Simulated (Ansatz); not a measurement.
What Zn vacancy does to ZnS

Start from an 8-atom supercell of ZnS in the zinc blende structure (space group F-43m, No. 216; a = 5.357 Å) at its relaxed geometry.

The change: one Zn atom is removed, atoms relaxed at fixed cell, starting from a slightly rattled geometry.

Calculations: plane-wave PAW DFT at the PBEsol level (Ansatz, an electronic-structure program, 420 eV), spin-orbit coupling left out. Settings: 5×5×5 k-points, 0.01 eV Fermi–Dirac smearing.

- Pressure = -2.3 GPa (base 0.0 GPa)

Final structure:

```yaml
crystal:
  lattice:
    - [-5.35666, 0.00000, 0.00000]
    - [0.00000, 0.00000, 5.35666]
    - [0.00000, 5.35666, 0.00000]
  atoms:
    - { symbol: S, position: [0.25165, 0.74613, 0.74630] }
    - { symbol: S, position: [0.74553, 0.74702, 0.25242] }
    - { symbol: S, position: [0.74583, 0.25187, 0.74761] }
    - { symbol: S, position: [0.25129, 0.25285, 0.25307] }
    - { symbol: Zn, position: [0.49863, 0.99987, 0.49980] }
    - { symbol: Zn, position: [0.49855, 0.49948, 0.99978] }
    - { symbol: Zn, position: [0.99752, 0.49949, 0.49987] }
```

The magnetic state is the one reached from the starting moments; the real material's order can differ, and small cells can't hold many antiferromagnetic ones. The cell is small, so the values are those of an ordered compound at a high defect concentration; dilute-limit values will differ. A case with no gap was solved on a k-mesh chosen for an insulator, which is coarse for it. The defect cell is spin-polarised and ends with 1.7 μB, a fractional moment that hangs on the mesh and smearing.
